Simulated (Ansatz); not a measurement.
## Computed paths: interstitial H in amorphous Al32O48 (a melt-quenched model of 80 atoms), charge state +1

System: interstitial H in amorphous Al32O48 (a melt-quenched model of 80 atoms) (charge state +1). Method: PBE, PAW (plane waves to 420 eV; Ansatz, a program for electronic structure).

80-site cell at the glass model's own volume, the Γ point alone, smearing 0.01 eV, spin-restricted, no finite-size correction. Energies are static. This is one neighbourhood of one small, fast-quenched model, and the added charge may sit on a native defect of the glass. The charge state is imposed; whether it is stable for some Fermi level was not computed. Sites that were not tried may lie lower.

Barriers: single points on a 2×2×2 k-point mesh shifted by half a step at the bands' geometries.

| Route | Start site over the lowest site run (eV) | Hop (Å) | Forward barrier (eV) | Backward barrier (eV) | Neighbours at the start | Neighbours at the saddle | Saddle order | Forward, on the band's own sampling (eV) |
|---|---|---|---|---|---|---|---|---|
| a concerted move, in which O travels most (a rearrangement that moves the defect's centre by under 1 Å) | 0.95 | 0.74 | 0.17 | 0.14 | Al at 1.85, Al at 1.93; H at 0.98 Å | Al at 1.88, Al at 2.05; H at 0.98 Å | not checked | 0.17 |

Paths come from climbing-image nudged elastic band runs.   A further band (a concerted move, in which H travels most, 2.52 Å) gave 1.21 eV forward on its own sampling, 1.21 eV above the lowest site run, but a shoulder points to a second hump between its images, so it is not taken as a result.

The whole set of runs took roughly 3.0 core-hours.
